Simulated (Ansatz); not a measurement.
The starting structures come from a database of crystals and need not be the phases stable at ambient conditions.

By PBEsol, the system below comes out a metal.

A figure of merit of an interconnect metal is its ballistic conductance per area.

```yaml
crystal:
  lattice:
    - [4.05457, 0.00000, 0.00000]
    - [2.02729, 6.10508, 0.00000]
    - [0.00000, 1.34749, 5.01816]
  atoms:
    - { symbol: Ni, position: [0.00000, 0.00000, 0.00000] }
    - { symbol: Ni, position: [0.78416, 0.43168, 0.66356] }
    - { symbol: Ni, position: [0.21584, 0.56832, 0.33644] }
    - { symbol: Sn, position: [0.57265, 0.85470, 0.31357] }
    - { symbol: Sn, position: [0.42735, 0.14530, 0.68643] }
    - { symbol: Sn, position: [0.82788, 0.34424, 0.18744] }
    - { symbol: Sn, position: [0.17212, 0.65576, 0.81256] }
```

Space group of this cell: C2/m. The cell is taken as given; by PBEsol its mean pressure is -1.7 GPa.

The current flows along the normal of the first two printed cell vectors. No spin-orbit coupling; the value is a mean over 0.1 eV about the Fermi level.

**Question.** Predict the ballistic conductance per area from Ansatz (an electronic-structure program) with PBEsol.

**Answer.** 0.49 × 10¹⁵ S/m² for both spins.
